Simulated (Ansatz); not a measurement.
Functionals compared on the (100) surface of bcc Na in its 1x1 cell, outermost plane spacing 2.10 Å in the ideal cut, in Ansatz (plane waves, PAW). The structure was relaxed with PBE; the other rows are single points on it, each with its references at the same level. Cutoff 420 eV (500 eV for r2SCAN).

Set-up: 6 atoms, 10.5 Å thick at the start; mesh 9x9x1; 0.1 eV smearing; dipole correction on; all atoms relaxed; held to the start's symmetry, so lower structures may exist; no spin, no spin-orbit, no U. These notes are the PBE run's.

| functional | surface energy (J/m²) | work function of the top face (eV) | rough cost of the single point |
|---|---|---|---|
| PBE | 0.23 | 2.67 | – |
| LDA | 0.27 | 2.79 | around 25 core-seconds (rough) |
| PBEsol | 0.25 | 2.68 | very roughly 26 core-seconds |
| RPBE | 0.20 | 2.60 | roughly 26 core-seconds |
| r2SCAN | 0.25 | 2.66 | very roughly 40 core-seconds |

Ansatz is an electronic-structure program.
